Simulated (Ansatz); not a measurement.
The reference is TiAl (space group P4/mmm, No. 123; a = 2.7963 Å, c = 4.0381 Å; relaxed with 0.1 eV smearing).

Level of theory: PBEsol in Ansatz (plane waves to 420 eV, PAW, scalar-relativistic without spin-orbit coupling).

Base values:

```
Property   Result
--------  -------
Pressure  0.0 GPa
```

It is then changed as follows: every lattice vector is shortened by 0.50 %, atoms relaxed at fixed cell.

Task: Estimate the effect on the pressure.

Result: The pressure (mean of the normal stresses, compression positive) goes from zero to 1.9 GPa.

Task: What does the calculation give for the energy relative to the base after the change?

Result: The energy rises by 1.4 meV/atom.

The cells carry an imposed strain or load. Stability against distortions was not tested. All final runs are without spin polarisation.

Ansatz is an electronic-structure program.
